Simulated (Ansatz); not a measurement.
A computed series for hypothetical R3c PbZrO3: pressure series

The reference is PbZrO3 (space group R3c, No. 161; a = 5.9120 Å, c = 14.6973 Å (hexagonal axes); a hypothetical phase, not in the database extracts checked).

Cell and atoms are relaxed at each pressure.

Level of theory: Kohn–Sham DFT with the PBE functional, run in Ansatz (a first-principles code) with PAW and 420 eV plane waves, spin-orbit coupling left out.

Notes on the quantities. enthalpy: H = E + PV relative to the base's energy.

```json
[
 {"variant": "base", "band gap": "3.06 eV", "enthalpy": "–", "shortest interatomic distance": "3.877 bohr"},
 {"variant": "pressure −2 GPa", "band gap": "3.14 eV", "enthalpy": "-0.19 eV/atom", "shortest interatomic distance": "3.869 bohr"},
 {"variant": "pressure −1 GPa", "band gap": "3.09 eV", "enthalpy": "-0.09 eV/atom", "shortest interatomic distance": "3.875 bohr"},
 {"variant": "pressure 0.3 GPa", "band gap": "3.05 eV", "enthalpy": "+0.03 eV/atom", "shortest interatomic distance": "3.878 bohr"},
 {"variant": "pressure 0.7 GPa", "band gap": "3.04 eV", "enthalpy": "+0.06 eV/atom", "shortest interatomic distance": "3.878 bohr"},
 {"variant": "pressure 1.5 GPa", "band gap": "3.03 eV", "enthalpy": "+0.14 eV/atom", "shortest interatomic distance": "3.878 bohr"},
 {"variant": "pressure 3 GPa", "band gap": "3.00 eV", "enthalpy": "+0.27 eV/atom", "shortest interatomic distance": "3.878 bohr"},
 {"variant": "pressure 5 GPa", "band gap": "2.97 eV", "enthalpy": "+0.45 eV/atom", "shortest interatomic distance": "3.874 bohr"},
 {"variant": "pressure 7.5 GPa", "band gap": "2.94 eV", "enthalpy": "+0.67 eV/atom", "shortest interatomic distance": "3.869 bohr"},
 {"variant": "pressure 10 GPa", "band gap": "[?]", "enthalpy": "+0.89 eV/atom", "shortest interatomic distance": "[?]"}
]
```

**Question.** Complete the table.

**Answer.** 
- pressure 10 GPa, band gap: 2.91 eV
- pressure 10 GPa, shortest interatomic distance: 3.862 bohr

With Pb present, leaving out spin-orbit coupling can change the band edges. Load acts through the strain it causes; cell and atoms are relaxed under it. No phonon test of stability was made. Competing high-pressure phases were not computed.
